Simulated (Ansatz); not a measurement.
# Size effect: Nb beside Cu

Nb (Im-3m): ρ₀ = 17.9 μΩ·cm, ℓ = 2.59 nm. Cu (Fm-3m) has a bulk resistivity ρ₀ of 1.81 μΩ·cm and a mean free path ℓ of 38.4 nm. Both at 300 K by PBE, DFPT electron-phonon coupling, linearised Boltzmann equation (plane waves, PAW, scalar-relativistic; Ansatz, a quantum-chemistry and plane-wave program); third figures are kept for the arithmetic, and halving the electron mesh moves ρ₀ by up to 2 and 1 % at 300 K, and ℓ by up to 4 and 1 % (the most at any temperature). Cell of Nb: a = 2.868 Å, b = 2.868 Å, c = 2.868 Å, α = 109.47°, β = 109.47°, γ = 109.47°. Remarks on Nb: eigensolver warning.

Square wire of width d: ρ(d) = ρ₀ + ρ₀ℓ [3(1 − p)/(4d) + 3R/(2D(1 − R))], with p = 0, R = 0.15, D = d.

Q: Reduce the formula and give each metal's size term.

A: With D = d the size term is Kρ₀ℓ/d, K = 0.75 × 1.0 + 1.5 × 0.15/0.85 = 1.01. Nb: ρ₀ℓ = 4.6×10⁻¹⁶ Ω·m², ρ = 17.9 + 47/d. Cu: 6.95×10⁻¹⁶ Ω·m², ρ = 1.81 + 70.2/d (μΩ·cm, d in nm).

Q: Where, if anywhere, do the two curves cross in favour of Nb?

A: d* = K × (69.5 − 46.4)/(17.9 − 1.81) ≈ 1.45 nm, far under the larger ℓ, where the formula is only a guide. For one path shared by all states the runs give ρ₀ℓ = 3.97 and 6.75×10⁻¹⁶ Ω·m², in the same order.

Q: Give copper a liner of 1.5 nm on each side that carries no current, and suppose that Nb needs no liner. Tabulate ρL/d² for L = 1 μm against the trench width w. Take w = 9, 12, 18, 45 nm.

A: 
| w (nm) | ρ, Nb (μΩ·cm) | Ω/μm, Nb | core d (nm) | ρ, Cu (μΩ·cm) | Ω/μm, Cu |
|---|---|---|---|---|---|
| 9 | 23 | 2900 | 6 | 13.5 | 3800 |
| 12 | 22 | 1510 | 9 | 9.6 | 1190 |
| 18 | 21 | 630 | 15 | 6.5 | 290 |
| 45 | 18.9 | 94 | 42 | 3.5 | 19.7 |

The line of Nb has the lower resistance at w = 9 nm. The line of Cu has the lower resistance at w = 12, 18, 45 nm. For Cu, d lies under 0.3 ℓ at w = 9, 12 nm, where the formula is only a guide.

The formula is the first-order form of the Fuchs-Sondheimer and Mayadas-Shatzkes models for a square wire of an isotropic metal and fails where d lies far under ℓ. Specularity, reflection and grain size are typed assumptions. With a current-weighted ℓ the product lies above the one-path value, by more the wider the paths spread. Impurities, surface states and whether the polymorph can be grown are outside these numbers.
